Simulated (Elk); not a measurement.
**Worked example: self-consistent single point of Zn3Ag (P-6m2, 4 atoms in the cell) in Elk**

Computed with PBEsol, all-electron FP-LAPW, Elk's shipped species files, default APW+lo basis (Elk).

Input:

```
tasks
  0

xctype
  22

rmtscf
  0.98

swidth
  0.00183747

maxscl
  100

scale
  1.889726125

avec
    2.8780422972   -0.0000000690    0.0000000000
   -1.4390210889    2.4924577771    0.0000000000
    0.0000000000    0.0000000000    8.6516970000

atoms
  2
  'Zn.in'
  3
  0.6666666667  0.3333333333  0.5000000000    0.0 0.0 0.0
  0.3333333333  0.6666666667  0.2568000000    0.0 0.0 0.0
  0.3333333333  0.6666666667  0.7432000000    0.0 0.0 0.0
  'Ag.in'
  1
  0.6666666667  0.3333333333  0.0000000000    0.0 0.0 0.0

ngridk
  13 13 4
```

The program printed (abridged):

```
│ Elk code version 10.2.4 │

All units are atomic (Hartree, Bohr, etc.)

│ Ground-state run starting from atomic densities │

Lattice vectors :
   5.438711718     -0.1303911026E-06   0.000000000
  -2.719355746       4.710062577       0.000000000
   0.000000000       0.000000000       16.34933785

Unit cell volume      :    418.8156279
Brillouin zone volume :   0.5922658968

Muffin-tin inner radius fraction :   0.1000000000E-01

Nuclei treated as point charges

Species :    1 (Zn)
 parameters loaded from : Zn.in
 name : zinc
 nuclear charge    :   -30.00000000
 electronic charge :    30.00000000
 atomic mass :    119233.3129
 muffin-tin radius :    2.352000000
 number of radial points in muffin-tin :    497
 atomic positions (lattice), magnetic fields (Cartesian) :
   1 :   0.00000000  0.00000000  0.50000000    0.00000000  0.00000000  0.00000000
   2 :   0.66666667  0.33333333  0.25680000    0.00000000  0.00000000  0.00000000
   3 :   0.66666667  0.33333333  0.74320000    0.00000000  0.00000000  0.00000000

Species :    2 (Ag)
 parameters loaded from : Ag.in
 name : silver
 nuclear charge    :   -47.00000000
 electronic charge :    47.00000000
 atomic mass :    196631.6997
 muffin-tin radius :    2.548000000
 number of radial points in muffin-tin :    597
 atomic positions (lattice), magnetic fields (Cartesian) :
   1 :   0.00000000  0.00000000  0.00000000    0.00000000  0.00000000  0.00000000

Total number of atoms per unit cell :    4

Spin treatment :
 spin-unpolarised

Number of Bravais lattice symmetries :   24
Number of crystal symmetries         :   12
Crystal has no inversion symmetry
Complex Hermitian eigensolver will be used

k-point grid :     13    13     4
k-point offset :    0.000000000       0.000000000       0.000000000
k-point set is reduced with full crystal symmetry group
Total number of k-points :      105

Muffin-tin radius times maximum |G+k| :    7.000000000
 using average radius
   [... lines left out ...]
Maximum |G| for potential and density :    12.00000000
 potential will be trimmed for |G| > 2 gkmax
Constant for pseudocharge density :    8
Radial integration step length :    4

G-vector grid sizes :     21    21    63
Number of G-vectors :    12189

Maximum angular momentum used for
 APW functions                      :    8
 outer part of muffin-tin           :    6
 inner part of muffin-tin           :    1

Total nuclear charge    :   -137.0000000
Total core charge       :    64.00000000
Total valence charge    :    73.00000000
Total excess charge     :    0.000000000
Total electronic charge :    137.0000000

Effective Wigner radius, rₛ :   0.9003358998

Number of empty states         :   16
Total number of valence states :   53
Total number of core states    :   64

Total number of local-orbitals :   69

Exchange-correlation functional :     22     0     0
 PBEsol, Phys. Rev. Lett. 100, 136406 (2008)
 gradient requirement :    1
 generalised gradient approximation (GGA)

Smearing type :    3
 Fermi-Dirac
Smearing width :   0.1837470000E-02
Effective electronic temperature (K) :    580.2271348

Mixing type :    3
 Broyden mixing, J. Phys. A: Math. Gen. 17, L317 (1984)

Kohn-Sham potential initialised from atomic data
│ Self-consistent loop started │
│ Loop number : 1 │
 total energy                :     -10687.5782328
│ Loop number : 2 │
 total energy                :     -10688.2871459
RMS change in Kohn-Sham potential (target) :   0.1791567762     (  0.1000000000E-05)
Absolute change in total energy (target)   :   0.7089130818     (  0.1000000000E-03)
│ Loop number : 3 │
 total energy                :     -10688.8544893
RMS change in Kohn-Sham potential (target) :   0.1733461678     (  0.1000000000E-05)
Absolute change in total energy (target)   :   0.7445717026     (  0.1000000000E-03)
│ Loop number : 4 │
 total energy                :     -10690.9459225
RMS change in Kohn-Sham potential (target) :   0.1436660402     (  0.1000000000E-05)
Absolute change in total energy (target)   :    2.277576078     (  0.1000000000E-03)
│ Loop number : 5 │
 total energy                :     -10692.6825469
RMS change in Kohn-Sham potential (target) :   0.1197912980     (  0.1000000000E-05)
Absolute change in total energy (target)   :    2.306018495     (  0.1000000000E-03)
   [... lines left out ...]
Absolute change in total energy (target)   :   0.1020880131E-01 (  0.1000000000E-03)
│ Loop number : 15 │
 total energy                :     -10699.0731142
RMS change in Kohn-Sham potential (target) :   0.3552854607E-05 (  0.1000000000E-05)
Absolute change in total energy (target)   :   0.1678740718E-02 (  0.1000000000E-03)
│ Loop number : 16 │
 total energy                :     -10699.0732362
RMS change in Kohn-Sham potential (target) :   0.1702630390E-05 (  0.1000000000E-05)
Absolute change in total energy (target)   :   0.5416391541E-03 (  0.1000000000E-03)
│ Loop number : 17 │
 total energy                :     -10699.0733892
RMS change in Kohn-Sham potential (target) :   0.4513961087E-06 (  0.1000000000E-05)
Absolute change in total energy (target)   :   0.2884590795E-03 (  0.1000000000E-03)
│ Loop number : 18 │
 total energy                :     -10699.0733850
RMS change in Kohn-Sham potential (target) :   0.2305915989E-06 (  0.1000000000E-05)
Absolute change in total energy (target)   :   0.6783696335E-04 (  0.1000000000E-03)
Convergence targets achieved

│ Loop number : 19 │

Energies :
 Fermi                       :     0.236058250956
 sum of eigenvalues          :     -6265.93524985
 electron kinetic            :      11041.8033560
 core electron kinetic       :      10204.9152313
 Coulomb                     :     -21383.0946039
 Coulomb potential           :     -16838.3360745
 nuclear-nuclear             :     -1141.66221904
 electron-nuclear            :     -23644.5286952
 Hartree                     :      3403.09631030
 Madelung                    :     -12963.9265666
 xc potential                :     -469.402531326
 exchange                    :     -350.031615725
 correlation                 :     -7.75016108802
 electron entropic           :    -0.374531863937E-03
 total energy                :     -10699.0733992

Density of states at Fermi energy :    34.69605816
 (states/Hartree/unit cell)

Estimated indirect band gap :   0.9414191420E-03
 from k-point     67 to k-point    101
Estimated direct band gap   :   0.1039044959E-01
 at k-point     35

Charges :
 core                        :    64.00000000
 valence                     :    73.00000000
 interstitial                :    4.674095719
 muffin-tins (core leakage)
  species :    1 (Zn)
   atom    1                 :    28.82187294     (  0.1096188029E-03)
   atom    2                 :    28.79882110     (  0.1096538748E-03)
   atom    3                 :    28.79882110     (  0.1096538748E-03)
  species :    2 (Ag)
   atom    1                 :    45.90638913     (  0.2192940940E-08)
 total in muffin-tins        :    132.3259043
 total calculated charge     :    136.9732739
 total charge                :    137.0000000
 error                       :   0.2672612661E-01

│ Self-consistent loop stopped │
```

The run converged in 19 iterations. The count includes the last loop, which Elk runs after its targets are met.

The starting cell comes from a database of computed structures (which also holds hypothetical and non-ambient phases and stackings), without a prior relaxation at this level. Its lattice was rescaled by a random factor within 2.5 % of one. Values depend on the basis (sphere radii, cutoffs, local orbitals), which need not be converged. The log's line on a gap gives a spacing of levels on this mesh, which the program prints for metals too.
